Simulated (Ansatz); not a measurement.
An Ansatz (a quantum-chemistry and plane-wave program) input (PBEsol (Ansatz; PAW; 420 eV plane waves; without spin-orbit coupling), earlier PAW set):

Ansatz 0.2 input:
```yaml
crystal:
  lattice:
    - [0, 3.0012802118, 3.0665987655]
    - [3.0665987655, 0, 3.0665987655]
    - [3.0665987655, 3.0012802118, 0]
  atoms:
    - { symbol: Se, position: [0.25, 0.25, 0.25] }
    - { symbol: Hg, position: [0, 0, 0] }
basis: { ecutwfc: 420, ecutrho_ratio: 4, xc_grid: 2, fft_grid_basis: typed }
kpoints: { mp_grid: { grid: [9, 9, 9] } }
hamiltonian:
  xc: pbesol
  dispersion: none
  pseudopotentials: { azcp: { folder: ./paw }, kind: paw }
scf: { occupations: { method: fermi_dirac, width: 0.05 }, convergence: { dr2_threshold: 0.0000000002 } }
relax: { f_tol: 0.005, max_steps: 50 }
output: { forces: true, stress: true }
checkpoint: { write: state.ck, write_every: 1000 }
```

Question: Which symmetry and how many k-points will the program report, and about how many plane waves at Γ?

Answer: Space group I-4m2 (ITA 119) with 8 operations, k-points 75 of 729, and 1099 plane waves at Γ.

Question: And the final pressure?

Answer: 1.15 GPa (compression positive).

The cells carry an imposed strain or load. No phonon test of stability was made. All final runs are without spin polarisation. The cell was made from HgSe in the zinc blende structure (space group F-43m, No. 216) by this change: uniaxial strain ε_yy = −2.13 %.
